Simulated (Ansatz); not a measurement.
Base system: KF in the rock salt structure (space group Fm-3m, No. 225; a = 5.421 Å).

Calculations: PBE, PAW, 420 eV (Ansatz, a quantum-chemistry and plane-wave program; without spin-orbit coupling).

Base values:

| Item | Result |
|---|---|
| Pressure | 0.00 GPa |
| Electron mass | 0.55 mₑ (at Γ) |

Now apply this change: the cell is scaled by 0.9700 in all directions, atoms relaxed at fixed cell.

### Question
What happens to the mean gap deformation potential ΔEg/Δln V, pressure, electron mass and energy relative to the base?

### Answer
The mean gap deformation potential ΔEg/Δln V amounts to -5.3 eV; the pressure goes from zero to 3.30 GPa; the electron mass goes from 0.55 mₑ (at Γ) to 0.54 mₑ (at Γ); the energy increases by 16 meV/atom.

The cells carry an imposed strain or load. Masses are band curvatures over ±0.01 Å⁻¹ around the edge. No phonon test of stability was made.
